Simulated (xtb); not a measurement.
xtb 6.7.1, GFN2-xTB: W(F)5(SiH3) ([F][W]([F])([F])([F])([F])[SiH3]), 10 atoms. The geometry is a generated start, not checked to be a minimum at this level.

```
Property                  Result
-----------------  -------------
run flags                 --grad
method                  GFN2-xTB
--acc                1 (default)
--etemp (K)        300 (default)
basis functions               43
valence electrons             48
```

```xyz
10

W     -0.5477     0.4451    -0.7438
F      0.5383    -0.1937    -2.1007
F     -1.7620     1.1818     0.4458
F     -1.5188     1.2912    -2.0648
F     -1.6747    -1.0037    -0.9830
F      0.4608     1.9985    -0.6748
Si     0.7948    -0.6623     1.0796
H      1.1977     0.0358     2.3336
H      2.1655    -1.2214     0.8811
H      0.3460    -1.8711     1.8270
```

Charge 0 and multiplicity 1 are set for this test and not shown to be the ground state.

One run each on 1 thread. Values of broydamp tried: 0.02, 0.05, 0.1, 0.2, 0.4 (default), 0.6, 0.8, 1.

**Question.** How does the count of SCC iterations change with broydamp, and where is it least?

**Answer.** Fewest SCC iterations, within one of each other: 0.1 with 19, 0.4 (default) with 20. The count rises to 30 at 0.02. All converge to one solution.

```json
[
 {"broydamp": "0.02", "SCC iterations": "30", "end": "same solution"},
 {"broydamp": "0.05", "SCC iterations": "25", "end": "same solution"},
 {"broydamp": "0.1", "SCC iterations": "19", "end": "same solution"},
 {"broydamp": "0.2", "SCC iterations": "21", "end": "same solution"},
 {"broydamp": "0.4 (default)", "SCC iterations": "20", "end": "same solution"},
 {"broydamp": "0.6", "SCC iterations": "21", "end": "same solution"},
 {"broydamp": "0.8", "SCC iterations": "23", "end": "same solution"},
 {"broydamp": "1", "SCC iterations": "25", "end": "same solution"}
]
```
